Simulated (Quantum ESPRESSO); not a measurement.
Worked example: self-consistent single point of In (I4/mmm, 1 atom in the cell) in Quantum ESPRESSO.

Method of the run: BLYP, GBRV 1.5 ultrasoft (PBE) pseudopotentials (plane waves; Quantum ESPRESSO).

```
In
1.0
    1.62973    -1.62973     2.49290
    1.62973     1.62973     2.49290
   -1.62973    -1.62973     2.49290
In
1
Cartesian
  0.00000   0.00000   0.00000
```

Reference input (self-consistent single point, DFT, PBE, plane waves, GBRV 1.5 ultrasoft (PBE) pseudopotentials): ecutwfc = 40 Ry; ecutrho = 200 Ry; occupations = smearing; smearing = fd; degauss = 0.0099958 Ry; potentials = {In: in_pbe_v1.4.uspp.F.UPF}; K_POINTS = automatic 19 19 19 0 0 0; conv_thr = 1e-11 Ry. This run's input differs from it in these lines:

```diff
@@ -19,2 +19,3 @@
  degauss = 0.0099958
+ input_dft = 'blyp'
 /
```

Output, abridged:

```
     Self-consistent Calculation

     iteration #  1     ecut=    40.00 Ry     beta= 0.70

     total energy              =    -131.04552292 Ry
     estimated scf accuracy    <       4.35328960 Ry

     iteration #  2     ecut=    40.00 Ry     beta= 0.70

     total energy              =    -132.06111244 Ry
     estimated scf accuracy    <       3.66384865 Ry

     iteration #  3     ecut=    40.00 Ry     beta= 0.70

     total energy              =    -133.18744623 Ry
     estimated scf accuracy    <       0.02318957 Ry

   [... 7 blocks of this kind left out ...]

     iteration # 11     ecut=    40.00 Ry     beta= 0.70

     total energy              =    -133.18563415 Ry
     estimated scf accuracy    <          2.0E-11 Ry

     iteration # 12     ecut=    40.00 Ry     beta= 0.70
     End of self-consistent calculation

     Number of k-points >= 100: set verbosity='high' to print the bands.

     the Fermi energy is    10.5238 ev

!    total energy              =    -133.18563415 Ry
     estimated scf accuracy    <          3.5E-13 Ry
     smearing contrib. (-TS)   =      -0.00203325 Ry
     internal energy E=F+TS    =    -133.18360090 Ry

     convergence has been achieved in  12 iterations

     Forces acting on atoms (cartesian axes, Ry/au):

     atom    1 type  1   force =     0.00000000    0.00000000    0.00000000

     Total force =     0.000000     Total SCF correction =     0.000000

          total   stress  (Ry/bohr**3)                   (kbar)     P=       45.08
   0.00030890   0.00000000   0.00000000           45.44        0.00        0.00
   0.00000000   0.00030890  -0.00000000            0.00       45.44       -0.00
   0.00000000  -0.00000000   0.00030154            0.00       -0.00       44.36

   JOB DONE.
```

The run converged in 12 iterations. Against the reference run the pressure goes from 0.41 to 4.51 GPa.

The starting cell comes from a database of computed structures (which also holds hypothetical and non-ambient phases and stackings), without a prior relaxation at this level. With a pressure of about 5 GPa the cell is away from its equilibrium volume at this level.

Cost on one core of a shared machine: roughly 50 s.
